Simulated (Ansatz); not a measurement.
The starting structures come from a database of crystals and need not be the phases stable at ambient conditions.

Inside the gap of an insulator the Bloch states are evanescent, with a wavenumber k + iκ along the transport direction.

Consider the following.

```yaml
crystal:
  lattice:
    - [5.01477, 0.00000, 0.00000]
    - [0.00000, 8.57053, 0.00000]
    - [2.50739, 0.00000, 4.34292]
  atoms:
    - { symbol: K, position: [0.00000, 0.00194, 0.00000] }
    - { symbol: K, position: [0.00000, 0.50194, 0.00000] }
    - { symbol: Li, position: [0.33333, 0.19732, 0.33333] }
    - { symbol: Li, position: [0.66667, 0.69732, 0.66667] }
    - { symbol: Be, position: [0.66667, 0.30431, 0.66667] }
    - { symbol: Be, position: [0.33333, 0.80431, 0.33333] }
    - { symbol: F, position: [0.96108, 0.24832, 0.66550] }
    - { symbol: F, position: [0.33450, 0.74832, 0.62658] }
    - { symbol: F, position: [0.37342, 0.24832, 0.96108] }
    - { symbol: F, position: [0.03892, 0.74832, 0.33450] }
    - { symbol: F, position: [0.66550, 0.24832, 0.37342] }
    - { symbol: F, position: [0.62658, 0.74832, 0.03892] }
    - { symbol: F, position: [0.66667, 0.48546, 0.66667] }
    - { symbol: F, position: [0.33333, 0.98546, 0.33333] }
```

Space group of this cell: P6_3. The cell is taken as given.

Transport runs along the normal of the first two printed cell vectors, the (100) plane of the conventional cell.

The gap is the functional's own. No spin-orbit coupling. Mid-gap values are interpolated on the energy grid.

Question: Give the band gap and the smallest decay constant κ at mid-gap that r2SCAN (Ansatz, a quantum-chemistry and plane-wave program) yields.

Answer: Gap 7.83 eV on a 8×4×8 mesh; κ = 0.630 1/Å, at the zone centre.
